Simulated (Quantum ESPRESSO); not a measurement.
Worked example: self-consistent single point of IrPd₃ (I4/mmm, 4 atoms in the cell) in Quantum ESPRESSO.

Method of the run: PBEsol, SSSP 1.1.2 efficiency (PBE) pseudopotentials (plane waves; Quantum ESPRESSO).

```
CELL_PARAMETERS angstrom
     -1.96947     1.96947     3.89285
      1.96947    -1.96947     3.89285
      1.96947     1.96947    -3.89285
ATOMIC_POSITIONS crystal
  Pd 0.75000 0.25000 0.50000
  Pd 0.25000 0.75000 0.50000
  Pd 0.50000 0.50000 0.00000
  Ir 0.00000 0.00000 0.00000
```

Reference input (self-consistent single point, DFT, LDA (PZ), plane waves, GBRV 1.5 ultrasoft (LDA) pseudopotentials): ecutwfc = 40 Ry; ecutrho = 320 Ry; occupations = smearing; smearing = gaussian; degauss = 0.0147 Ry; potentials = {Pd: pd_lda_v1.4.uspp.F.UPF, Ir: ir_lda_v1.2.uspp.F.UPF}; K_POINTS = automatic 8 8 8 0 0 0; conv_thr = 1e-10 Ry; mixing_beta = 0.5. This run's input differs from it in these lines:

```diff
@@ -12,4 +12,4 @@
     ntyp = 2
-    ecutwfc = 40
-    ecutrho = 320
+    ecutwfc = 60
+    ecutrho = 480
     occupations = 'smearing'
@@ -17,2 +17,3 @@
     degauss = 0.0147
+    input_dft = 'pbesol'
 /
@@ -23,4 +24,4 @@
 ATOMIC_SPECIES
-Pd   106.4200  pd_lda_v1.4.uspp.F.UPF
-Ir   192.2170  ir_lda_v1.2.uspp.F.UPF
+Pd   106.4200  Pd_ONCV_PBE-1.0.oncvpsp.upf
+Ir   192.2170  Ir_pbe_v1.2.uspp.F.UPF
 CELL_PARAMETERS {angstrom}
```

Output, abridged:

```
     Self-consistent Calculation

     iteration #  1     ecut=    60.00 Ry     beta= 0.50

     negative rho (up, down):  2.937E-01 0.000E+00

     total energy              =    -938.03545283 Ry
     estimated scf accuracy    <       4.15662222 Ry

     iteration #  2     ecut=    60.00 Ry     beta= 0.50

     negative rho (up, down):  3.194E-01 0.000E+00

     total energy              =    -939.44296541 Ry
     estimated scf accuracy    <      12.50063735 Ry

     iteration #  3     ecut=    60.00 Ry     beta= 0.50

     negative rho (up, down):  3.250E-01 0.000E+00

     total energy              =    -940.24718997 Ry
     estimated scf accuracy    <       0.94038369 Ry

   [... 8 blocks of this kind left out ...]

     iteration # 12     ecut=    60.00 Ry     beta= 0.50

     negative rho (up, down):  3.210E-01 0.000E+00

     total energy              =    -940.35359071 Ry
     estimated scf accuracy    <          2.0E-10 Ry

     iteration # 13     ecut=    60.00 Ry     beta= 0.50

     negative rho (up, down):  3.210E-01 0.000E+00
     End of self-consistent calculation

     the Fermi energy is    20.3403 ev

!    total energy              =    -940.35359071 Ry
     estimated scf accuracy    <          4.4E-11 Ry
     smearing contrib. (-TS)   =      -0.01062954 Ry
     internal energy E=F+TS    =    -940.34296117 Ry

     convergence has been achieved in  13 iterations

     negative rho (up, down):  3.210E-01 0.000E+00

     Forces acting on atoms (cartesian axes, Ry/au):

     atom    1 type  1   force =     0.00000000    0.00000000    0.00000000
   [... zero for the other atoms too ...]

     Total force =     0.000000     Total SCF correction =     0.000000

     negative rho (up, down):  3.210E-01 0.000E+00
          total   stress  (Ry/bohr**3)                   (kbar)     P=     -112.17
  -0.00076540  -0.00000000   0.00000000         -112.59       -0.00        0.00
   0.00000000  -0.00076540   0.00000000            0.00     -112.59        0.00
   0.00000000   0.00000000  -0.00075672            0.00        0.00     -111.32

   JOB DONE.
```

The run converged in 13 iterations. Against the reference run the pressure goes from -15.80 to -11.22 GPa.

The starting cell comes from a database of computed structures (which also holds hypothetical and non-ambient phases and stackings), without a prior relaxation at this level. Spin polarisation is off. With a pressure of about -11 GPa the cell is away from its equilibrium volume at this level.

Cost on one core of a shared machine: roughly 6 min.
